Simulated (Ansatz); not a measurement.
Si vacancy (V_Si) (beta Si3N4 host)

These are PBE, PAW (plane waves to 420 eV; Ansatz, a program for electronic structure) values and carry that method's errors. The supercell holds 84 host sites (1×1×3 repeats of the unit cell), with a 2×2×2 shifted k-point sampling for the final energies. Site at the start: the Si(2,4-fold) site. These values are not converged in cell size to better than tenths of an eV. PBE underestimates the host's gap, which shifts levels and can delocalise carriers. Spin–orbit coupling is left out. Each state is the lowest found from its start.

Formation energies E_f are those of the neutral cell. Chemical conditions: N-rich (Δμ(Si) = -2.47 eV; only phases computed here count, gases as isolated molecules at 0 K); Si-rich (Δμ(Si) = 0.00 eV; only phases computed here count, gases as isolated molecules at 0 K). Reference phases: Si: silicon.

```csv
charge,moment (μB),largest move off a lattice site (Å),"E_f, N-rich (eV)","E_f, Si-rich (eV)",above the lowest spin state (eV)
0,4.0,0.21,8.97,11.44,0.00
0,not spin-polarised,0.20,9.45,11.92,0.48
−1,3.0,0.19,–,–,0.00
−1,3.0,0.19,–,–,0.00
−2,2.0,0.16,–,–,0.00
−2,not spin-polarised,0.16,–,–,0.23
−3,1.0,0.20,–,–,0.00
−3,1.0,0.20,–,–,0.00
−4,not spin-polarised,0.22,–,–,0.00
```

Starting moments that weren't kept: charge 0 began with 2 μB and ended with 4.0; charge −1 began with 1 μB and ended with 3.0; charge −3 began with 3 μB and ended with 1.0.

All states together cost very roughly 5 core-hours.
